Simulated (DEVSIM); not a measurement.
System: Schottky contact on n-type β-Ga2O3, at 300 K.

```tsv
layer (left to right)	material	thickness (μm)	Nd (cm⁻³)	τn (s)	τp (s)
1	β-Ga2O3	17.0	2.3e17	7.7e-8	7.7e-8
2	β-Ga2O3	2.50	1.6e18	7.7e-8	7.7e-8
```

Left contact: Schottky, work function 5.65 eV, emission velocity 5.1e6 cm/s. Right contact: ohmic. Voltage is applied to the left contact. Recombination: SRH at mid-gap, Auger. Mobility is μmin + (μ − μmin)/(1 + (N/Nref)^α).

Constants are typed, rounded textbook-type inputs, not results; the design itself was drawn at random and stands for no fabricated device. Values at 300 K; Nc and Nv go as T^1.5, mobilities as T to minus their exponent, the gap by Varshni's rule with the affinity fixed.

```
parameter         β-Ga2O3
----------------  -------
gap (eV)              4.8
affinity (eV)           4
permittivity           10
Nc (cm⁻³)          3.7e18
Nv (cm⁻³)            5e20
μn (cm²/Vs)           160
μp (cm²/Vs)             1
μn,min                 20
μp,min                0.1
Nref,n               1e18
Nref,p               1e18
αn                    0.8
αp                    0.8
T exponent of μn      1.8
T exponent of μp      1.5
Cn (cm⁶/s)          1e-31
Cp (cm⁶/s)          1e-31
Varshni α (eV/K)   0.0004
Varshni β (K)         600
```

Simulated with DEVSIM: 1D drift-diffusion, Boltzmann statistics, complete ionisation; no tunnelling, impact ionisation, image-force lowering or self-heating. Metal contacts follow the ideal Schottky-Mott rule: no Fermi-level pinning, no interface dipoles.

Base results: dark forward voltage at 100 A/cm² (V) 1.432; potential step across the device at zero bias (V) 1.628; dark forward voltage at 1 A/cm² (V) 1.271.

Question: What follows from this one change: temperature 300 → 400 K?

Answer: dark forward voltage at 100 A/cm² 1.432 → 1.357 V; potential step across the device at zero bias 1.628 → 1.606 V; dark forward voltage at 1 A/cm² 1.271 → 1.133 V.

Question: What follows from this one change: constant mobility in place of the doping-dependent one?

Answer: dark forward voltage at 100 A/cm² 1.432 → 1.422 V; potential step across the device at zero bias little changed (1.628 V); dark forward voltage at 1 A/cm² little changed (1.270 V).
